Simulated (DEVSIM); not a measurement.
Structure: Si/Ge p-n heterojunction, at 250 K.

Layer 1 from the left is Si, thickness (μm) 1.10, Na (cm⁻³) 2.8e16, τn (s) 1.8e-6, τp (s) 1.8e-6. Layer 2 from the left is Ge, thickness (μm) 0.370, Nd (cm⁻³) 1.3e18, τn (s) 1.8e-6, τp (s) 1.8e-6.

Left contact: ohmic. Right contact: ohmic. Voltage is applied to the left contact. Recombination: SRH at mid-gap, radiative. Mobility is constant in doping.

The device is made up for the run: typed textbook-type constants, with dimensions and the other settings drawn at random. Values at 300 K; Nc and Nv go as T^1.5, mobilities as T to minus their exponent, the gap by Varshni's rule with the affinity fixed.

Si: gap (eV) 1.124, affinity (eV) 4.05, permittivity 11.7, Nc (cm⁻³) 2.86e19, Nv (cm⁻³) 3.1e19, μn (cm²/Vs) 1417, μp (cm²/Vs) 470, T exponent of μn 2.3, T exponent of μp 2.2, B (cm³/s) 4.7e-15, Varshni α (eV/K) 0.000473, Varshni β (K) 636. Ge: gap (eV) 0.664, affinity (eV) 4, permittivity 16, Nc (cm⁻³) 1.04e19, Nv (cm⁻³) 6e18, μn (cm²/Vs) 3900, μp (cm²/Vs) 1900, T exponent of μn 1.66, T exponent of μp 2.33, B (cm³/s) 6.4e-14, Varshni α (eV/K) 0.000477, Varshni β (K) 235.

Simulated with DEVSIM: 1D drift-diffusion, Boltzmann statistics, complete ionisation; no tunnelling, impact ionisation, image-force lowering or self-heating. Band offsets follow the typed affinities; no thermionic-emission limit at abrupt steps, no polarisation charge.

What does the simulation give for the potential step across the device at zero bias, the largest field in the device at zero bias?

potential step across the device at zero bias 1.002 V; largest field in the device at zero bias 150000 V/cm.
